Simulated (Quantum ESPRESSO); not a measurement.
Input and output of a self-consistent single point for KAlH₃ (Pm-3m, 5 atoms in the cell) (Quantum ESPRESSO).

Method: PBEsol, SSSP 1.1.2 precision (PBE) pseudopotentials (plane waves; Quantum ESPRESSO).

```
KAlH3
1.0
    3.98168     0.00000     0.00000
    0.00000     3.98168     0.00000
    0.00000     0.00000     3.98168
K Al H
1 1 3
Direct
  0.50000   0.50000   0.50000
  0.00000   0.00000   0.00000
  0.00000   0.50000   0.00000
  0.50000   0.00000   0.00000
  0.00000   0.00000   0.50000
```

Reference input (self-consistent single point, DFT, LDA (PZ), plane waves, GBRV 1.5 ultrasoft (LDA) pseudopotentials): ecutwfc = 40 Ry; ecutrho = 200 Ry; occupations = smearing; smearing = fd; degauss = 0.0073499 Ry; potentials = {K: k_lda_v1.4.uspp.F.UPF, Al: al_lda_v1.uspp.F.UPF, H: h_lda_v1.4.uspp.F.UPF}; K_POINTS = automatic 8 8 8 0 0 0; conv_thr = 1e-08 Ry; mixing_beta = 0.7. This run's input differs from it in these lines:

```diff
@@ -13,4 +13,4 @@
   ntyp = 3
-  ecutwfc = 40
-  ecutrho = 200
+  ecutwfc = 75
+  ecutrho = 600
   occupations = 'smearing'
@@ -18,2 +18,3 @@
   degauss = 0.0073499
+  input_dft = 'pbesol'
 /
@@ -24,5 +25,5 @@
 ATOMIC_SPECIES
-K     39.0983  k_lda_v1.4.uspp.F.UPF
-Al    26.9815  al_lda_v1.uspp.F.UPF
-H      1.0080  h_lda_v1.4.uspp.F.UPF
+K     39.0983  K.pbe-spn-kjpaw_psl.1.0.0.UPF
+Al    26.9815  Al.pbe-n-kjpaw_psl.1.0.0.UPF
+H      1.0080  H_ONCV_PBE-1.0.oncvpsp.upf
 ATOMIC_POSITIONS {crystal}
```

Log, with long lists cut:

```
     Self-consistent Calculation

     iteration #  1     ecut=    75.00 Ry     beta= 0.70

---- Real-time Memory Report at c_bands before calling an iterative solver
           389 MiB given to the printing process from OS
            93 MiB allocation reported by mallinfo(arena+hblkhd)
------------------

     Threshold (ethr) on eigenvalues was too large:
     Diagonalizing with lowered threshold

---- Real-time Memory Report at c_bands before calling an iterative solver
           423 MiB given to the printing process from OS
           119 MiB allocation reported by mallinfo(arena+hblkhd)
------------------

   [... lines left out ...]

---- Real-time Memory Report at c_bands before calling an iterative solver
           430 MiB given to the printing process from OS
           128 MiB allocation reported by mallinfo(arena+hblkhd)
------------------

     total energy              =    -153.42556891 Ry
     estimated scf accuracy    <       0.00000006 Ry

     iteration #  6     ecut=    75.00 Ry     beta= 0.70

---- Real-time Memory Report at c_bands before calling an iterative solver
           432 MiB given to the printing process from OS
           129 MiB allocation reported by mallinfo(arena+hblkhd)
------------------
     End of self-consistent calculation

     the Fermi energy is     5.7538 ev

!    total energy              =    -153.42556896 Ry
     estimated scf accuracy    <          1.7E-09 Ry
     smearing contrib. (-TS)   =      -0.00281720 Ry
     internal energy E=F+TS    =    -153.42275176 Ry

      -> PAW hartree energy AE =      38.52914965 Ry
      -> PAW hartree energy PS =     -38.31356699 Ry
      -> PAW xc energy AE      =    -100.16766957 Ry
      -> PAW xc energy PS      =      12.25082940 Ry
      -> total E_H with PAW    =      14.80048024 Ry
      -> total E_XC with PAW   =    -103.58880528 Ry

     convergence has been achieved in   6 iterations

     Forces acting on atoms (cartesian axes, Ry/au):

     atom    1 type  1   force =     0.00000000    0.00000000    0.00000000
   [... zero for the other atoms too ...]

     Total force =     0.000000     Total SCF correction =     0.000000

          total   stress  (Ry/bohr**3)                   (kbar)     P=      -13.45
  -0.00009143   0.00000000   0.00000000          -13.45        0.00        0.00
   0.00000000  -0.00009143   0.00000000            0.00      -13.45        0.00
   0.00000000   0.00000000  -0.00009143            0.00        0.00      -13.45

   JOB DONE.
```

The run converged in 6 iterations. Against the reference run the pressure goes from -3.59 to -1.34 GPa.

The starting cell comes from a database of computed structures (which also holds hypothetical and non-ambient phases and stackings), without a prior relaxation at this level.

Cost on one core of a shared machine: roughly 30 s.
